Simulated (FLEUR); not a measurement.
FLEUR run on V (Im-3m, 1 atom in the cell): self-consistent single point.

Method of the run: PBE, all-electron FLAPW (FLEUR), scalar-relativistic valence in FLEUR.

```xyz
1
Lattice="-1.5074 1.5074 1.5074 1.5074 -1.5074 1.5074 1.5074 1.5074 -1.5074" Properties=species:S:1:pos:R:3 pbc="T T T"
V      0.0000     0.0000     0.0000
```

Reference input (self-consistent single point, DFT, PBE, all-electron FLAPW (FLEUR), scalar-relativistic valence): Kmax = 4.3 1/bohr; GmaxXC = 12.9 1/bohr; xcFunctional = pbe; jspins = 1; l_soc = F; mode = hist; fermiSmearingEnergy = 0.00367493 Htr; mesh (inpgen div1-3) = 11 11 11; inpgen gamma flag = false; Gmax = 12.9 1/bohr; numbands = 0; maxIterBroyd = 99. This run's input differs from it in these lines:

```diff
@@ -13,3 +13,3 @@
 &comp jspins=1 /
-&kpt div1=11 div2=11 div3=11 /
+&kpt div1=8 div2=8 div3=8 gamma=t /
 &end /
@@ -33,3 +33,3 @@
    <cell>
-      <bzIntegration valenceElectrons="13.0" mode="hist" fermiSmearingEnergy="0.00367493">
+      <bzIntegration valenceElectrons="13.0" mode="hist" fermiSmearingEnergy="0.00183747">
          <kPointListSelection listName="default-1"/>
```

Log, with long lists cut:

```
 Iteration:     1   Distance:      12.47616893 me/bohr^3
 Iteration:     2   Distance:      10.87545125 me/bohr^3
 Iteration:     3   Distance:       4.08861779 me/bohr^3
 Iteration:     4   Distance:       2.05102956 me/bohr^3
 Iteration:     5   Distance:       0.35916079 me/bohr^3
   [... 3 lines left out ...]
 Iteration:     9   Distance:       0.00067521 me/bohr^3
 Iteration:    10   Distance:       0.00007654 me/bohr^3
 Iteration:    11   Distance:       0.00006098 me/bohr^3
 Iteration:    12   Distance:       0.00000127 me/bohr^3
 Run finished successfully
 Stop message:
   Structural relaxation: Done

[file out, last iteration]
             iter=     13
[...]
          total density-effective poten   -1.5103305225E+03
          total charge density-energy d   -4.5431336748E+01
 Updated energy parameters for spin:           1
[...]
 fermi energy and band-weighting factors:
    0.490544    0.490544    1.151405

[...]
FERMIE:
          first approx. to ef    (T=0)  :   0.402871 htr   (energy of the highest occ. eigenvalue)
          number of occ. states  (T=0)  :        184
          first approx. to seigv (T=0)  :  -7.960913 htr
          sum of weights of occ. states :   6.513672
          sum of semicore charge        :   0.000000 e
FERHIS:  Fermi-Energy by histogram:
          bandgap                     :   0.000601 htr
   [... lines left out ...]
          charge neutrality (T=0)     :   0.027344    (zero if the highest occ. eigenvalue is "entirely" occupied)
     EF_NEWTON:  Adjust Fermi-Energy by Newton-Method.
 Direct bandgap for spin            1 :    2.3062730472690474E-003  Htr
   [... lines left out ...]
 ---->    (input%tkb*entropy) TS=              0.0005730563 htr
 ---->    free energy=                      -949.3242608035 htr
      extrapolation for T->0
 ---->    total electron energy=            -949.3239742754 htr
 ***** TOTAL FORCES ON ATOMS *****
 TOTAL FORCE FOR ATOM TYPE=  1  X=  0.000   Y=  0.000   Z=  0.000
                       FX_TOT= 0.000000 FY_TOT= 0.000000 FZ_TOT= 0.000000
 Structural relaxation: Done
```

The run converged in 12 iterations. FLEUR gives forces in its relaxation mode, with a further iteration, so its stop message speaks of a relaxation. Against the reference run the free energy rises by 10.0 meV/atom.

The starting cell has typed, rounded lattice constants, without a prior relaxation at this level. Its lattice was rescaled by up to half a per cent. Spin polarisation is off. Values depend on the basis (sphere radii, cutoffs, local orbitals), which need not be converged. The log's line on a gap gives a spacing of levels on this mesh, which the program prints for metals too.
